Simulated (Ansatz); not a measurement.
Fluorite PbF2 (high-temperature phase) was calculated with LDA (Ansatz, a program for electronic structure, plane waves, PAW).

Numerical settings: plane-wave cutoff 520 eV, 10×10×10 k mesh, Fermi–Dirac smearing 0.01 eV, scalar-relativistic PAW data made under PBE.

Pressure at four volumes; x = ln(V/16.353 Å³). One pressure is withheld.

```csv
V (Å³/atom),x,P (GPa)
15.372,-0.0619,?
15.699,-0.0408,3.99
16.353,0.0000,0.03
17.334,0.0583,-4.43
```

**Question.** Pass a parabola P(x) through the three rows shown, estimate the bulk modulus and its pressure derivative near zero pressure, and predict the withheld pressure.

**Answer.** Slopes between the rows: (0.03 − (3.99))/(0.0000 − (-0.0408)) = -97.06 and (-4.43 − (0.03))/(0.0583 − (0.0000)) = -76.50 GPa. Their difference over the span 0.0991 is c = 20.56/0.0991 = 207.5 GPa, so P(x) = 3.99 + (-97.06)(x − (-0.0408)) + 207.5 (x − (-0.0408))(x − (0.0000)). At the middle row B = −dP/dx = −[-97.06 + 207.5 × 0.0408] = 88.6 GPa, and B′ = dB/dP = 2c/B = 4.7. At x = -0.0619 the parabola gives 6.31 GPa; the run gives 6.35 GPa. The Birch–Murnaghan fit to the energies at all volumes has B0 = 87.9 GPa and B′ = 4.8.

Measured, for comparison: bulk modulus 64 GPa (temperature not stated, no zero-point or thermal correction; as tabulated in Cadelano and Cappellini (2011), arXiv:1107.5962). Computed less measured: bulk modulus +37 %.

Spin–orbit coupling is not included; it can shift volumes and moduli of such heavy elements.
